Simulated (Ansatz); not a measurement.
Take Sr3Zr2O7 (space group I4/mmm, No. 139; a = 4.122 Å, c = 20.810 Å; a cell from a computed database, its experimental status unchecked) as the base.

Level of theory: Kohn–Sham DFT with the PBEsol functional, run in Ansatz (an electronic-structure program) with PAW and 420 eV plane waves, without spin-orbit coupling.

One change was made to it. Results:

The lattice parameter a increases by 0.018 bohr (7.790 bohr → 7.808 bohr); the gap character stays indirect, X → Γ.

Q: What was done to the base?
A. pressure 7.5 GPa
B. pressure 1.5 GPa
C. pressure −1 GPa
D. pressure −2 GPa

A: C, pressure −1 GPa. For comparison, the lattice parameter a in the other runs: pressure −2 GPa gives 7.827 bohr; pressure 1.5 GPa gives 7.763 bohr; pressure 7.5 GPa gives 7.668 bohr.

Load acts through the strain it causes; cell and atoms are relaxed under it. Whether these cells are dynamically stable was not tested. No other phases were tried under pressure.
